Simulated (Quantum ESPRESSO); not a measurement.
Troubleshooting Quantum ESPRESSO: a failed run on HfN (Fm-3m, 2 atoms in the cell). The aim is a self-consistent single point with DFT, PBE, plane waves, PseudoDojo standard norm-conserving (PBE) pseudopotentials.

Cell that was meant: a = 3.1431 Å, b = 3.1431 Å, c = 3.1431 Å, α = 60.00°, β = 60.00°, γ = 60.00°.

Part of the input:

```fortran
    occupations = 'smearing',
    smearing = 'marzari-vanderbilt',
    degauss = 0.019992,
&ELECTRONS
    conv_thr = 1e-10,
    mixing_beta = 0.7,
/
```

Log, with long lists cut:

```
     This program is part of the open-source Quantum ESPRESSO suite
     for quantum simulation of materials; please cite

 %%%%%%%%%%%%%%%%%%%%%%%%%%%%%%%%%%%%%%%%%%%%%%%%%%%%%%%%%%%%%%%%%%%%%%%%%%%%%%
     Error in routine  read_namelists (1):
      bad line in namelist &system: "&ELECTRONS" (error could be in the previous line)
 %%%%%%%%%%%%%%%%%%%%%%%%%%%%%%%%%%%%%%%%%%%%%%%%%%%%%%%%%%%%%%%%%%%%%%%%%%%%%%

     stopping ...
```

Question: From the messages shown, name the fault and mend the input.

Answer: The fault is a namelist without its closing slash. The reader runs on into the next namelist. To fix it, close the namelist. The program stopped before any SCF iteration.

The sound input it was made from differs as follows (other fixes are possible):
```diff
+/
```

With that input, the run converged in 12 iterations: free energy E − TS -1820.6942 eV; Fermi level (on the code's own zero) 19.75 eV; pressure 20.31 GPa (DFT, PBE, plane waves, PseudoDojo standard norm-conserving (PBE) pseudopotentials).

On the sound input: the starting cell comes from a database of computed structures (which also holds hypothetical and non-ambient phases and stackings), without a prior relaxation at this level. Its lattice was rescaled by a random factor within 2.5 % of one. With a pressure of about 20 GPa the cell is away from its equilibrium volume at this level.
